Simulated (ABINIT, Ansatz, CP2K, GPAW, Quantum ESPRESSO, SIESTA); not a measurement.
# HgTe (F-43m, 2 atoms in the cell) computed with different codes at matched settings

Self-consistent single point.

```xyz
2
Lattice="0.0000 3.2885 3.2885 3.2885 0.0000 3.2885 3.2885 3.2885 0.0000" Properties=species:S:1:pos:R:3 pbc="T T T"
Hg     0.0000     0.0000     0.0000
Te     1.6442     1.6442     1.6442
```

All programs got the same cell, k-point mesh and kind of occupations (in Ansatz's words: kpoints.mp_grid.grid = 9 9 9; scf.occupations.method = fermi_dirac; scf.occupations.width = 0.05 eV); potentials, basis and cutoffs are each program's usual ones.

```
code                                                                                                                                model  pressure (GPa)  k-points       cutoff
----------------  -----------------------------------------------------------------------------------------------------------------------  --------------  --------  -----------
SIESTA            GGA PBE, numerical atomic orbitals DZP, PseudoDojo PBE standard norm-conserving potentials (rewritten from UPF to PSML)           -2.00       365  grid 300 Ry
Quantum ESPRESSO                                                                                PBE, PSlibrary PAW (PBE) pseudopotentials            1.28        35        50 Ry
GPAW                                                                                         PBE, GPAW PAW datasets PBE (gpaw-data 1.0.1)            1.20        35       550 eV
Ansatz                                                                                                             PBE, default PAW files            1.22        35      default
ABINIT                                                           PBE, norm-conserving pseudopotentials (PseudoDojo nc-sr-05 PBE standard)            1.17        35        82 Ry
CP2K                                                              PBE, GPW, DZVP-MOLOPT-SR-GTH basis, GTH-PBE potentials (GTH_POTENTIALS)            1.95       365  grid 500 Ry
```

The spread over the programs that give each value: pressure within 3.95 GPa.

The starting cell has typed, rounded lattice constants, without a prior relaxation at this level. Its lattice was rescaled by a random factor within 2.5 % of one. On Ansatz's run: Spin-orbit coupling is off. The run gives no clean gap (levels at the Fermi energy touch, overlap or are partly filled at this smearing), which alone does not show that the compound is a metal.

Why do the programs differ, and what cannot be compared?

Differences of this kind can come from the potentials, where these differ, and from what each basis and cutoff leave unconverged. The valence holds different numbers of electrons (SIESTA 36, Quantum ESPRESSO 18, GPAW 24, Ansatz (a program for electronic structure) 36, ABINIT 36, CP2K 18). The zero of total energies and Fermi levels follows the potentials and each program's conventions, so they are not compared here. SIESTA and CP2K use small atom-centred bases, whose incompleteness enters pressures, forces and empty levels differently from a plane-wave cutoff. Ansatz's pressure is given at a fixed set of plane waves, as the other plane-wave codes print theirs; with its correction for the finite basis it is 1.25 GPa. The programs reduce the same mesh by symmetry to different extents, which changes the work and not the result. In the pressure, SIESTA (by 3.21) lies more than 1 GPa from the median of the plane-wave programs.

Left out of this page: Elk and FLEUR (not drawn, or without a comparable value).

Keys are those of Ansatz 0.2.
